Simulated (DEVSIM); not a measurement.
Device: illuminated Si p-on-n cell, one wavelength, with a back-surface field, at 400 K.

Layer 1 from the left is Si, thickness (μm) 0.160, Na (cm⁻³) 3.5e18, τn (s) 2.2e-5, τp (s) 0.0006, absorption coefficient (cm⁻¹) 17000. Layer 2 from the left is Si, thickness (μm) 45.0, Nd (cm⁻³) 1.3e16, τn (s) 0.00087, τp (s) 0.00087, absorption coefficient (cm⁻¹) 17000. Layer 3 from the left is Si, thickness (μm) 1.30, Nd (cm⁻³) 3e18, τn (s) 0.00087, τp (s) 0.00087, absorption coefficient (cm⁻¹) 17000.

Left contact: ohmic, minority electron recombination velocity 5000 cm/s. Right contact: ohmic, minority hole recombination velocity 8e6 cm/s. Voltage is applied to the left contact. Recombination: SRH at mid-gap, radiative, Auger. Light enters at the left, 1.4e17 photons cm⁻² s⁻¹, one pass, no reflection. Mobility is μmin + (μ − μmin)/(1 + (N/Nref)^α).

Constants are typed, rounded textbook-type inputs, not results; the design itself was drawn at random and stands for no fabricated device. Values at 300 K; Nc and Nv go as T^1.5, mobilities as T to minus their exponent, the gap by Varshni's rule with the affinity fixed.

Si: gap (eV) 1.124, affinity (eV) 4.05, permittivity 11.7, Nc (cm⁻³) 2.86e19, Nv (cm⁻³) 3.1e19, μn (cm²/Vs) 1417, μp (cm²/Vs) 470, μn,min 52, μp,min 45, Nref,n 9.7e16, Nref,p 2.2e17, αn 0.68, αp 0.72, T exponent of μn 2.3, T exponent of μp 2.2, B (cm³/s) 4.7e-15, Cn (cm⁶/s) 2.8e-31, Cp (cm⁶/s) 9.9e-32, Varshni α (eV/K) 0.000473, Varshni β (K) 636.

Model (solved in DEVSIM): 1D drift-diffusion, Boltzmann statistics, complete ionisation; no tunnelling, impact ionisation, image-force lowering or self-heating.

Dark forward current:

```
|V| (V)  |J| (A/cm²)
-------  -----------
0.05        1.360e-7
0.10        7.108e-7
0.15        3.152e-6
0.20        1.354e-5
0.25        5.781e-5
0.30       0.0002465
0.35        0.001051
0.40        0.004471
0.45         0.01894
0.50         0.07932
0.55          0.3276
0.60           1.329
0.65           5.224
0.70           19.50
0.75           68.07
0.80           218.5
0.85           620.7
0.90            1477
0.95            2903
```

Q: Work out the local ideality factor n = ΔV / (kT/q · ln(J2/J1)) between the rows 0.15 and 0.20 V, 0.90 and 0.95 V.

A: kT/q = 34.47 mV. From 0.15 to 0.20 V: ln(1.354e-5/3.152e-6) = 1.458, n = 1.00, near the 1 of diffusion or emission over a barrier. From 0.90 to 0.95 V: ln(2903/1477) = 0.676, n = 2.15.

Q: What current could the absorbed light give at most, and what share is collected?

A: Σ αd = 79.0, so qΦ(1 − exp(−Σ αd)) = 22.4 mA/cm². The simulated short-circuit current is 22.35 mA/cm², a share of 1.00.

Q: Estimate the open-circuit voltage by superposition: the voltage at which the dark current equals that short-circuit current.

A: Interpolating ln J in the table gives 0.456 V. The simulation gives 0.456 V, the same within the digits that matter. Superposition holds where collection doesn't change with voltage.

Q: Estimate the fill factor from FF0 = (v − ln(v + 0.72))/(v + 1), v = qVoc/(nkT), with n from the dark curve.

A: The rows about Voc, 0.45 and 0.50 V, give n = 1.01, so v = 13.1 and FF0 = 0.742. The simulation gives 0.743, the same within the digits that matter.
